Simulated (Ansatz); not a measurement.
### Question
Name crystals whose Seebeck coefficient, p-type 1e19 cm⁻³ lies between 310 and 480 μV/K and whose band gap lies between 0.88 and 1.37 eV, by PBEsol, rigid bands (Ansatz, an electronic-structure program).

### Answer
Many crystals can fit; among those computed here:
- SnO2 (P4_2/mnm): 346 μV/K, 0.92 eV
- BP (F-43m): 328 μV/K, 1.11 eV
- CdS (P6_3mc): 384 μV/K, 1.09 eV
- Be2C (Fm-3m): 348 μV/K, 1.08 eV
- SiC (F-43m): 442 μV/K, 1.24 eV

Seebeck coefficients are for the stated density at 300 K, with one relaxation time for all states and whether or not that doping can be reached. Spin-orbit coupling is left out.

Formula and space group known from diffraction (Crystallography Open Database), not checked to be the room-temperature form: Be2C (Fm-3m).
